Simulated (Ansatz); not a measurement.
A computed series for TiC: element substitutions

Start from TiC in the rock salt structure (space group Fm-3m, No. 225; a = 4.293 Å).

Each row replaces one element on all its sites; cell and atoms are relaxed.

Calculations: Ansatz (an electronic-structure program), PBEsol, PAW, cutoff 420 eV, spin-orbit coupling left out, earlier PAW set.

| change | shortest interatomic distance | density |
|---|---|---|
| base | 2.146 Å | 5.03 g/cm³ |
| Ti → Ca | 2.576 Å | 2.53 g/cm³ |
| Ti → Cd | ? | ? |
| Ti → Be | 1.920 Å | 2.46 g/cm³ |
| C → B | 2.245 Å | 4.31 g/cm³ |

Task: What belongs in the blanks?

Result: 
- Ti → Cd, shortest interatomic distance: 2.376 Å
- Ti → Cd, density: 7.70 g/cm³

Stability against distortions was not tested. As relaxed here, CaC, CdC, BeC and TiB are hypothetical phases, not in the database extracts checked. The final runs are not spin-polarised. An odd electron count without spin: TiB.
